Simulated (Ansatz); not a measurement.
Consider ZnS in the zinc blende structure (space group F-43m, No. 216).

```yaml
crystal:
  lattice:
    - [0.00000, 2.64841, 2.64841]
    - [2.64841, 0.00000, 2.64841]
    - [2.64841, 2.64841, 0.00000]
  atoms:
    - { symbol: Zn, position: [0.00000, 0.00000, 0.00000] }
    - { symbol: S, position: [0.75000, 0.75000, 0.75000] }
```

Cartesian axes are those of the cell as printed.

Method: LDA in Ansatz (plane waves to 420 eV, PAW, no spin-orbit coupling).

Strains are applied to the cell and any free atomic positions relax.

One change was made to it. Results:

The valence-band top at Γ (three highest levels, from the VBM) becomes 0.00, -0.06, -0.06 eV (base: 0.00, 0.00, 0.00 eV); the valley order (the lowest conduction-band minima on the path, energy above the VBM, named in the base's zone) goes from Γ 2.13 eV; X along ⟨100⟩ 3.05 eV; L along ⟨111⟩ 3.20 eV to Γ 2.16 eV; X along [001] 2.92 eV; X along [100] 3.01 eV; L along [1-11] 3.19 eV; the pressure (mean of the normal stresses, compression positive) grows by 1.344 GPa (-0.01 GPa → 1.34 GPa).

Which change produced these results?
A. uniaxial strain ε_zz = −0.50 %
B. uniaxial strain ε_zz = +1.00 %
C. uniaxial strain ε_zz = +3.00 %
D. uniaxial strain ε_zz = +0.50 %
E. uniaxial strain ε_zz = −1.50 %

E, uniaxial strain ε_zz = −1.50 %. For comparison, the valley order in the other runs: uniaxial strain ε_zz = +1.00 % gives Γ 2.07 eV; X along [010] 3.04 eV; X along [001] 3.10 eV; L along [111] 3.17 eV; uniaxial strain ε_zz = +3.00 % gives Γ 1.95 eV; X along [010] 3.03 eV; L along [111] 3.10 eV; X along [001] 3.19 eV; uniaxial strain ε_zz = −0.50 % gives Γ 2.14 eV; X along [001] 3.01 eV; X along [100] 3.04 eV; L along [1-11] 3.20 eV; uniaxial strain ε_zz = +0.50 % gives Γ 2.10 eV; X along [010] 3.05 eV; X along [001] 3.08 eV; L along [111] 3.19 eV.

The levels and masses belong to the bands next to the band gap. Stability against distortions was not tested.

Ansatz is a quantum-chemistry and plane-wave program.
